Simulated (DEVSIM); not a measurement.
Device: TaN/Al2O3/n-Si capacitor, at 300 K.

```
layer (left to right)  material  thickness (nm)  Nd (cm⁻³)
---------------------  --------  --------------  ---------
1                         Al2O3            7.90          -
2                            Si            6400     8.1e15
```

Metal gate on the left, work function 4.4 eV. Fixed charge at the semiconductor interface 0 cm⁻² (in units of +e); no interface traps.

Constants are typed, rounded textbook-type inputs, not results; the design itself was drawn at random and stands for no fabricated device. Values at 300 K.

```csv
parameter,Al2O3,Si
gap (eV),6.8,1.124
affinity (eV),1.35,4.05
permittivity,9,11.7
Nc (cm⁻³),-,2.86e19
Nv (cm⁻³),-,3.1e19
```

Model (solved in DEVSIM): 1D Poisson equation in equilibrium, Boltzmann statistics, complete ionisation; no quantum confinement or tunnelling. Metal contacts follow the ideal Schottky-Mott rule: no Fermi-level pinning, no interface dipoles.

Base results: flat-band voltage (V) 0.14; threshold voltage (band bending 2φF) (V) -0.60; minimum of the low-frequency capacitance (μF/cm²) 0.0338; capacitance of the dielectric stack (μF/cm²) 1.01.

**Question.** What follows from this one change: interface trap density 0 → 1e+10 cm^-2 eV^-1?

**Answer.** flat-band voltage little changed (0.14 V); threshold voltage (band bending 2φF) little changed (-0.60 V); minimum of the low-frequency capacitance 0.0338 → 0.0353 μF/cm²; capacitance of the dielectric stack little changed (1.01 μF/cm²).

**Question.** What follows from this one change: gate work function 4.4 → 4.7 eV?

**Answer.** flat-band voltage 0.14 → 0.44 V; threshold voltage (band bending 2φF) -0.60 → -0.30 V; minimum of the low-frequency capacitance little changed (0.0338 μF/cm²); capacitance of the dielectric stack little changed (1.01 μF/cm²).

**Question.** What follows from this one change: Al2O3 thickness 0.0079 → 0.0032 μm?

**Answer.** flat-band voltage little changed (0.14 V); threshold voltage (band bending 2φF) -0.60 → -0.58 V; minimum of the low-frequency capacitance 0.0338 → 0.0347 μF/cm²; capacitance of the dielectric stack 1.01 → 2.49 μF/cm².

**Question.** What follows from this one change: substrate doping 8.1e+15 → 1.6e+16 cm^-3?

**Answer.** flat-band voltage 0.14 → 0.16 V; threshold voltage (band bending 2φF) -0.60 → -0.64 V; minimum of the low-frequency capacitance 0.0338 → 0.0461 μF/cm²; capacitance of the dielectric stack little changed (1.01 μF/cm²).

**Question.** What follows from this one change: fixed charge 0 → 1.11e+12 cm^-2?

**Answer.** flat-band voltage 0.14 → -0.04 V; threshold voltage (band bending 2φF) -0.60 → -0.78 V; minimum of the low-frequency capacitance little changed (0.0340 μF/cm²); capacitance of the dielectric stack little changed (1.01 μF/cm²).
